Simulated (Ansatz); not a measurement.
Defect: Ag-vacancy pair (Ag on one host Al site, one Al site vacant) in fcc Al, neutral cell. The step: Ag and the vacancy change places (Ag-vacancy distance between ideal sites 2.86 Å throughout); the atom moves 2.67 Å along (0.00, 0.47, 0.47) of the unit cell; the moving atom starts with neighbours 4 Al at 2.82, 2 Al at 2.87, 4 Al at 2.91, Al at 2.97 Å and ends with 4 Al at 2.82, 2 Al at 2.87, 4 Al at 2.91, Al at 2.97 Å. DFT values are from Ansatz (plane-wave PAW, 420 eV unless said) in a cell of 32 host sites, spin-restricted, static, with no finite-size correction. Forms of the defect that were not tried may lie lower. For the PBE band: the saddle point's order was not checked, and it lies on a symmetry element of the cell, where a band can be held.

```csv
Level,Forward barrier (eV),Cost of the band or of the saddle's single point
"CHGNet universal potential (has no charge state), its own band",0.02,-
"PBE, a 3×3×3 k-point mesh shifted by half a step, band relaxed",0.41,very roughly 16 core-minutes
"PBE, a 5×5×5 k-point mesh shifted by half a step, same geometries",0.43,about 4 core-minutes (a rough figure)
"r2SCAN at 500 eV, a 3×3×3 k-point mesh shifted by half a step, same geometries",0.44,around 100 core-seconds (rough)
```

Ansatz is a quantum-chemistry and plane-wave program.
